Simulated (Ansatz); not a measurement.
## Effect of pressure 30 GPa on CdS

The parent structure is CdS in the wurtzite structure (space group P6_3mc, No. 186; a = 4.124 Å, c = 6.708 Å).

Modification: a hydrostatic pressure of 30 GPa.

Calculations: PBEsol (Ansatz, an electronic-structure program; PAW; 420 eV plane waves; spin-orbit coupling left out). k-mesh 9×9×5 (Γ-centred); smearing 0.05 eV (Fermi–Dirac).

| quantity | base | changed | shift |
|---|---|---|---|
| volume per atom | 24.71 Å³ | 18.50 Å³ | -6.203 Å³ |
| density | 4.86 g/cm³ | 6.48 g/cm³ | +1.628 g/cm³ |
| c/a ratio | 1.626 | 1.906 | +0.2790 |
| shortest interatomic distance | 2.521 Å | 2.264 Å | -0.2564 Å |
| enthalpy H = E + PV relative to the base's energy | – | +3.95 eV/atom | – |
| band gap | 1.09 eV | 0.91 eV | -0.188 eV |
| gap character | direct at Γ | direct at Γ | – |
| width of the top valence band | 1.74 eV | 2.92 eV | +1.174 eV |
| electron mass | 0.11 mₑ along c, 0.12 mₑ across (at Γ) | 0.10 mₑ along c, 0.16 mₑ across (at Γ) | – |
| valence-band top at Γ (three highest levels, from the VBM) | 0.00, 0.00, -0.05 eV | 0.00, 0.00, -1.11 eV | – |

Load acts through the strain it causes; cell and atoms are relaxed under it. Masses are band curvatures over ±0.01 Å⁻¹ around the edge. No phonon test of stability was made. Measured, CdS leaves this structure (for rock salt) near 2.54 GPa (temperature not stated; as listed in Datta, Sujoy, Jana, Debnarayan, arXiv (2020)), on rising pressure, with hysteresis.
